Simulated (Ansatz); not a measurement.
Consider HgTe in the zinc blende structure (space group F-43m, No. 216; a = 6.4350 Å).

All numbers come from LDA, PAW, 420 eV (Ansatz, a quantum-chemistry and plane-wave program; no spin-orbit coupling).

For the base:

| Item | Value |
|---|---|
| Pressure | 0.0 GPa |

Now apply this change: every lattice vector is shortened by 0.50 %, atoms relaxed at fixed cell.

Task: Estimate the effect on the energy relative to the base.

Result: The energy grows by 1.1 meV/atom.

Task: Predict the new pressure.

Result: The pressure goes from zero to 0.7 GPa.

The mesh was chosen for an insulator and is coarse for the gapless case. The cells carry an imposed strain or load. Stability against distortions was not tested. The final runs are not spin-polarised.
